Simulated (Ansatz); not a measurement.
# Effective masses and thermopower of SrO under load (space group R-3m)

Here is the system:

```xyz
2
Lattice="-0.0289 2.5579 2.5579 2.5579 -0.0289 2.5579 2.5579 2.5579 -0.0289" Properties=species:S:1:pos:R:3 pbc="T T T"
Sr     0.0000     0.0000     0.0000
O      2.5435     2.5435     2.5435
```

These are r2SCAN, rigid bands (plane waves, PAW, scalar-relativistic; Ansatz, an electronic-structure program) values and carry that method's errors. Condition of this run: biaxial stress in (111) of -1.8 GPa (compression positive) (the target of the relaxation). Geometry: cell and atoms relaxed with PBEsol, then loaded as said.

```
Item                                                                                                                                                           Result
---------------------------------------------------------------------------------------------------------------------------------------  ----------------------------
band gap                                                                                                                                                      3.77 eV
electron conductivity mass (300 K, dilute)                                                                                                                    0.52 mₑ
hole conductivity mass (300 K, dilute)                                                                                                                        1.55 mₑ
effective density of states N_c (300 K)                                                                                                                   3.5e19 cm⁻³
effective density of states N_v (300 K)                                                                                                                   1.3e20 cm⁻³
density-of-states mass, electrons                                                                                                                             1.24 mₑ
density-of-states mass, holes                                                                                                                                  3.0 mₑ
Seebeck coefficient, n-type 1e19 cm⁻³, 300 K                                                                                                                -320 μV/K
best n-type power factor at 300 K for τ = 10 fs (best axis; densities from 1e16 to 1e21 cm⁻³ tried, whether or not they can be reached)  10.7 μW/(cm·K²) at 1e20 cm⁻³
Seebeck coefficient, p-type 1e19 cm⁻³, 300 K                                                                                                                 531 μV/K
```

Rigid bands; masses and Seebeck coefficients take one relaxation time τ for all states and one kind of carrier; polarons and phonon drag are left out. Spin-orbit coupling is left out; where it splits the top of the valence band, N_v and the p-type Seebeck coefficient come out somewhat high without it. Geometry: cell and atoms relaxed with PBEsol.
